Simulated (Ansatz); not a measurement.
The reference is SiC (space group P6_3mc, No. 186).

```
CELL_PARAMETERS angstrom
      3.07761     0.00000     0.00000
     -1.53880     2.66529     0.00000
      0.00000     0.00000    10.07629
ATOMIC_POSITIONS crystal
  Si 0.00000 0.00000 0.00030
  Si 0.00000 0.00000 0.50030
  Si 0.66667 0.33333 0.75025
  Si 0.33333 0.66667 0.25025
  C  0.00000 0.00000 0.81287
  C  0.00000 0.00000 0.31287
  C  0.66667 0.33333 0.56221
  C  0.33333 0.66667 0.06221
```

Level of theory: r2SCAN in Ansatz (plane waves to 500 eV, PAW, without spin-orbit coupling).

Base values:

| Item | Result |
|---|---|
| Band gap | 2.60 eV |

The change: an isotropic linear strain of −0.52 %, atoms relaxed at fixed cell.

### Question
What happens to the energy relative to the base and band gap?

### Answer
The energy grows by 1.8 meV/atom; the band gap hardly moves (2.60 eV against 2.61 eV).

Whether these cells are dynamically stable was not tested.

Ansatz is a first-principles code.
